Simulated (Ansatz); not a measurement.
Levels about the gap of amorphous Si$_{30}$N$_{42}$Mg$_{3}$ (75 atoms in a cell of 840 Å³, 2.97 g/cm³; zone centre alone, so wide bands show as single levels with stretches between that a denser mesh fills), at the geometry that PBE relaxed, where it gives -0.9 GPa on a denser mesh. The participation number counts the atoms over which a state spreads; weights are charges in smoothed Voronoi cells. The levels come from a single point, so bond lengths are those of that geometry. Method of the levels: PBE, scalar-relativistic without spin-orbit coupling (Ansatz, a program for electronic structure). Sampling: the zone centre alone; Fermi-Dirac width 0.02 eV; no spin polarisation. At PBE the levels at both edges of the gap are localised (band-tail or defect states), and the nearest spread-out levels lie 3.3 eV apart at the zone centre.

Preparation: random packing, a CHGNet melt and quench, and a DFT relaxation. N atoms were pushed apart under 1.9 Å during the dynamics, to hinder bonds among them. The hot cell started wider than the set density and was brought back towards it in steps. It is the lowest in DFT energy of 2 quenches. It is a model cell: composition and starting density were chosen by hand, and all elements were melted together. No dispersion term was used. Its density started from a set value of 2.97 and ended at 2.97 g/cm³. Cooling (nominally 450 K/ps over its main leg) ran many orders faster than in experiment, which tends to leave more defects and strain. Values belong to this one cell and scatter from quench to quench. The volume was held where the preparation left it and the shape relaxed, at a PBE pressure of -0.9 GPa (tension). Stress components on the final sampling reach 1.2 GPa. On a 2×2×2 Γ-centred mesh force components of up to 0.13 eV/Å stay, since the relaxation ran on the zone centre alone.

```
E - E(highest filled), eV  filling  participation number        largest on  weight N  weight Si  weight Mg
-------------------------  -------  --------------------  ----------------  --------  ---------  ---------
-0.60                       filled                  19.3   N, 3 neighbours      0.87       0.12       0.01
-0.52                       filled                  12.6   N, 3 neighbours      0.89       0.11       0.01
-0.37                       filled                   7.4   N, 3 neighbours      0.89       0.10       0.01
-0.31                       filled                  12.6   N, 3 neighbours      0.87       0.10       0.03
-0.21                       filled                   8.7   N, 4 neighbours      0.86       0.10       0.03
-0.04                       filled                   8.3   N, 3 neighbours      0.89       0.10       0.01
0.00                        filled                  10.6   N, 3 neighbours      0.89       0.10       0.01
2.04                         empty                   6.1  Si, 3 neighbours      0.44       0.54       0.02
2.69                         empty                  18.6  Si, 4 neighbours      0.48       0.47       0.05
3.17                         empty                  25.0  Si, 4 neighbours      0.46       0.53       0.02
3.29                         empty                  26.1  Si, 4 neighbours      0.44       0.54       0.02
3.45                         empty                  19.4  Si, 3 neighbours      0.44       0.52       0.04
3.61                         empty                  38.0  Si, 4 neighbours      0.45       0.51       0.03
3.84                         empty                  40.9  Si, 4 neighbours      0.45       0.49       0.06
```

Most localised among these is the empty level at +2.04 eV, on a Si atom, which has 3 neighbours (N 1.66 Å, N 1.69 Å, N 1.70 Å).
